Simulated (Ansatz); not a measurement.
## GaN: pressure series

Consider GaN in the wurtzite structure (space group P6_3mc, No. 186; a = 3.183 Å, c = 5.186 Å).

Cell and atoms are relaxed at each pressure.

The values are results of PBEsol in Ansatz (plane waves to 420 eV, PAW, spin-orbit coupling left out), earlier PAW set, not measurements.

```csv
pressure (GPa),volume per atom (Å³/atom)
-2,11.498
-1,?
0,11.373
1.8,11.268
4.2,11.133
18,10.496
30,10.065
45,9.627
60,9.267
```

### Question
Fit the third-order Birch–Murnaghan form P(V) = (3B₀/2)[(V₀/V)^(7/3) − (V₀/V)^(5/3)]·[1 + (3/4)(B₀′ − 4)((V₀/V)^(2/3) − 1)] (squares taken in P) to the rows shown and predict the withheld row.

### Answer
Least squares on the printed values gives V₀ = 11.373 Å³/atom, B₀ = 189 GPa, B₀′ = 4.3; this predicts 11.434 Å³/atom, and the run gives 11.435 Å³/atom, in agreement.

Load acts through the strain it causes; cell and atoms are relaxed under it. Whether these cells are dynamically stable was not tested. Measured, GaN leaves this structure (for rock salt) near 47 GPa (temperature not stated; as listed in Datta, Sujoy, Jana, Debnarayan, arXiv (2020)), on rising pressure, with hysteresis.

Ansatz is a first-principles code.
